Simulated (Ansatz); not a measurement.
The structure below was relaxed with Ansatz (a quantum-chemistry and plane-wave program), r2SCAN+rVV10, PAW, cutoff 500 eV, no spin-orbit coupling, at pressure 10 GPa.

Space group P-3m1 (No. 164); a = b = 3.597 Å, c = 6.094 Å, α = β = 90.00°, γ = 120.00°

| atom | site | symmetry | x | y | z |
|---|---|---|---|---|---|
| Ti | 1a | -3m. | 0.0000 | 0.0000 | 0.0000 |
| Te | 2d | 3m. | 0.3333 | 0.6667 | 0.2803 |

Problem. Write out a cell with all atoms.

Solution. 
```
TiTe2
1.0
    3.59656     0.00000     0.00000
   -1.79828     3.11471     0.00000
    0.00000     0.00000     6.09449
Ti Te
1 2
Cartesian
  0.00000   0.00000   0.00000
  0.00000   2.07647   1.70819
  1.79828   1.03824   4.38630
```
This is the conventional cell.

Load acts through the strain it causes; cell and atoms are relaxed under it. No phonon test of stability was made. No other phases were tried under pressure. The final runs are not spin-polarised. The cell was made from TiTe2 in the CdI2 type structure (space group P-3m1, No. 164; layered, stacked along the Cartesian z axis) by this change: pressure 10 GPa.
